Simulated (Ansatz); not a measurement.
Base system: InSb in the zinc blende structure (space group F-43m, No. 216; a = 6.519 Å). Axes: x, y, z lie along the cube axes.

All numbers come from plane-wave PAW DFT at the PBEsol level (Ansatz, a first-principles code, 420 eV), scalar-relativistic without spin-orbit coupling.

Base values:

```
Quantity                         Value
-----------------------------  -------
Shortest interatomic distance  2.823 Å
Pressure                       0.0 GPa
```

Modification: tensile biaxial strain of 1.50 % in the plane normal to [001], as in epitaxy on a mismatched substrate; the out-of-plane cell vector and the atoms relax.

**Question.** Estimate the effect on the energy relative to the base, shortest interatomic distance and pressure.

**Answer.** The energy rises by 2.7 meV/atom; the shortest interatomic distance goes up by 0.013 Å to 2.836 Å; the pressure (mean of the normal stresses, compression positive) goes from zero to -0.6 GPa.

Whether these cells are dynamically stable was not tested. The final runs are not spin-polarised.
